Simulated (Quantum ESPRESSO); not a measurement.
Worked example: self-consistent single point of Ga4B2O9 (C2/m, 30 atoms in the cell) in Quantum ESPRESSO.

Level of theory: PBEsol, GBRV 1.5 ultrasoft (PBESOL) pseudopotentials (plane waves; Quantum ESPRESSO).

```
Ga4B2O9
1.0
    8.06201    -2.87183     0.00000
    8.06201     2.87183     0.00000
   -8.04143     0.00000     8.25424
Ga B O
8 4 18
Direct
  0.99475   0.99475   0.86170
  0.00525   0.00525   0.13830
  0.00000   0.50000   0.00000
  0.50000   0.00000   0.00000
  0.00000   0.50000   0.50000
  0.50000   0.00000   0.50000
  0.25569   0.25569   0.26048
  0.74431   0.74431   0.73952
  0.79493   0.79493   0.29196
  0.20507   0.20507   0.70804
  0.49674   0.49674   0.78266
  0.50326   0.50326   0.21734
  0.77098   0.34148   0.85127
  0.22902   0.65852   0.14873
  0.65852   0.22902   0.14873
  0.34148   0.77098   0.85127
  0.01018   0.59494   0.36489
  0.98982   0.40506   0.63511
  0.40506   0.98982   0.63511
  0.59494   0.01018   0.36489
  0.28382   0.28382   0.12834
  0.71618   0.71618   0.87166
  0.84113   0.84113   0.63377
  0.15887   0.15887   0.36623
  0.37575   0.37575   0.64497
  0.62425   0.62425   0.35503
  0.78080   0.78080   0.15730
  0.21920   0.21920   0.84270
  0.10041   0.10041   0.09465
  0.89959   0.89959   0.90535
```

Reference input (self-consistent single point, DFT, PBEsol, plane waves, GBRV 1.5 ultrasoft (PBESOL) pseudopotentials): ecutwfc = 50 Ry; ecutrho = 250 Ry; occupations = smearing; smearing = fermi-dirac; degauss = 0.00147 Ry; potentials = {Ga: ga_pbesol_v1.4.uspp.F.UPF, B: b_pbesol_v1.4.uspp.F.UPF, O: o_pbesol_v1.2.uspp.F.UPF}; K_POINTS = automatic 3 3 2 1 1 1; conv_thr = 1e-10 Ry; mixing_beta = 0.7. This run's input differs from it in these lines:

```diff
@@ -13,4 +13,4 @@
  ntyp = 3,
- ecutwfc = 50,
- ecutrho = 250,
+ ecutwfc = 35,
+ ecutrho = 175,
  occupations = 'smearing',
```

Log, with long lists cut:

```
     Self-consistent Calculation

     iteration #  1     ecut=    35.00 Ry     beta= 0.70

     total energy              =   -3917.68948739 Ry
     estimated scf accuracy    <      17.85326576 Ry

     iteration #  2     ecut=    35.00 Ry     beta= 0.70

     total energy              =   -3924.10641017 Ry
     estimated scf accuracy    <      16.98480250 Ry

     iteration #  3     ecut=    35.00 Ry     beta= 0.70

     total energy              =   -3927.18163277 Ry
     estimated scf accuracy    <       0.47517253 Ry

   [... 9 blocks of this kind left out ...]

     iteration # 13     ecut=    35.00 Ry     beta= 0.70

     total energy              =   -3927.24790765 Ry
     estimated scf accuracy    <          4.3E-09 Ry

     iteration # 14     ecut=    35.00 Ry     beta= 0.70
     End of self-consistent calculation

   [... 18 lines left out ...]

   [... 18 lines left out ...]

     the Fermi energy is     5.3504 ev

!    total energy              =   -3927.24790765 Ry
     estimated scf accuracy    <          7.9E-11 Ry
     smearing contrib. (-TS)   =       0.00000000 Ry
     internal energy E=F+TS    =   -3927.24790765 Ry

     convergence has been achieved in  14 iterations

     Forces acting on atoms (cartesian axes, Ry/au):

     atom    1 type  1   force =    -0.00476626    0.00000000    0.00526649
     atom    2 type  1   force =     0.00476626    0.00000000   -0.00526649
     atom    3 type  1   force =     0.00000000    0.00000000    0.00000000
     atom    4 type  1   force =     0.00000000    0.00000000    0.00000000
   [... lines left out ...]

     Total force =     0.048414     Total SCF correction =     0.000096

          total   stress  (Ry/bohr**3)                   (kbar)     P=      -86.42
  -0.00048979   0.00000000   0.00000572          -72.05        0.00        0.84
   0.00000000  -0.00068441   0.00000000            0.00     -100.68        0.00
   0.00000572   0.00000000  -0.00058815            0.84        0.00      -86.52

   JOB DONE.
```

The run converged in 14 iterations. Against the reference run the free energy rises by 23.5 meV/atom, the pressure goes from -7.79 to -8.64 GPa, the largest force stays at 0.368 eV/Å and the gap on the mesh hardly changes (3.145 to 3.142 eV).

The starting cell comes from a database of computed structures (which also holds hypothetical and non-ambient phases and stackings), without a prior relaxation at this level. Its lattice was rescaled by a random factor within 2.5 % of one. At the lowered cutoff the pressure carries the error of an incomplete plane-wave basis. The shifted mesh does not hold Γ, so a gap read on it misses any band edge there.

Cost on one core of a shared machine: roughly 10 min.
